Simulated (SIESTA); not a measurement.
Input and output of a self-consistent single point for VOs (P4mm, 2 atoms in the cell) (SIESTA).

Method: LDA PW92, numerical atomic orbitals DZP, PseudoDojo LDA standard norm-conserving potentials (rewritten from UPF to PSML) in SIESTA.

```
VOs
1.0
    3.00149     0.00000     0.00000
    0.00000     3.00149     0.00000
    0.00000     0.00000     3.00149
V Os
1 1
Direct
  0.00000   0.00000   0.01666
  0.50000   0.50000   0.50000
```
Moments meant for the start (each program seeds them in its own way; μB, in the order of the atoms V Os): 2.0 0.0.

Reference input (self-consistent single point, DFT, LDA PW92, numerical atomic orbitals DZP, PseudoDojo LDA standard norm-conserving potentials (rewritten from UPF to PSML)): XC.functional = LDA; XC.authors = PW92; potentials = PseudoDojo LDA standard; PAO.BasisSize = DZP; PAO.EnergyShift = 0.005 Ry; MeshCutoff = 300 Ry; kgrid.MonkhorstPack = 5 5 5; OccupationFunction = FD; ElectronicTemperature = 0.1 eV; Spin = polarized; DM.InitSpin = [1 +2.00, 2 +0.00]; MaxSCFIterations = 150. This run's input differs from it in these lines:

```diff
@@ -44,3 +44,6 @@
 SCF.Mixer.History            8
-SCF.DM.Tolerance             1.0E-05
+SCF.DM.Converge              false
+SCF.H.Converge               false
+SCF.FreeE.Converge           true
+SCF.FreeE.Tolerance          1.0E-12 eV
 Diag.ParallelOverK           true
```

Output (repeated stretches shortened):

```
        iscf     Eharris(eV)        E_KS(eV)     FreeEng(eV)     dDmax    Ef(eV) dHmax(eV)
   scf:    1    -4735.084277    -4760.170624    -4760.219254  0.745246 -4.411593  8.779167
     spin moment: {S} , |S| = {        0.0        0.0    0.88587 }     0.88587
   scf:    2    -4762.219516    -4761.429970    -4761.479965  0.074139 -4.529543  5.223705
     spin moment: {S} , |S| = {        0.0        0.0    0.87524 }     0.87524
   scf:    3    -4762.302279    -4761.900963    -4761.953798  0.053452 -4.756531  3.306456
     spin moment: {S} , |S| = {        0.0        0.0    0.86820 }     0.86820
   [... lines left out ...]
     spin moment: {S} , |S| = {        0.0        0.0    0.00010 }     0.00010
   scf:  148    -4762.460486    -4762.460486    -4762.539352  0.000000 -5.424310  0.000010
     spin moment: {S} , |S| = {        0.0        0.0    0.00009 }     0.00009
   scf:  149    -4762.460486    -4762.460486    -4762.539352  0.000000 -5.424310  0.000010
     spin moment: {S} , |S| = {        0.0        0.0    0.00009 }     0.00009
   scf:  150    -4762.460486    -4762.460486    -4762.539352  0.000000 -5.424310  0.000009
     spin moment: {S} , |S| = {        0.0        0.0    0.00009 }     0.00009
SCF_NOT_CONV: SCF did not converge in maximum number of steps (required).
SCF_NOT_CONV: SCF did not converge in maximum number of steps (required).
Geom step, scf iteration, dDmax, dHmax:    0   150      0.000000     0.000001
Geom step, scf iteration, dDmax, dHmax:    0   150      0.000000     0.000001

ABNORMAL_TERMINATION
ABNORMAL_TERMINATION
Stopping Program from Node:    0
Stopping Program from Node:    0
```

The run ended unconverged after 150 iterations. 

The starting cell comes from a database of computed structures (which also holds hypothetical and non-ambient phases and stackings), without a prior relaxation at this level. Its lattice was rescaled by up to half a per cent. One atom was moved a little off its site on purpose. Values carry the incompleteness of an atom-centred basis.

Cost on one core of a shared machine: roughly 4 min.
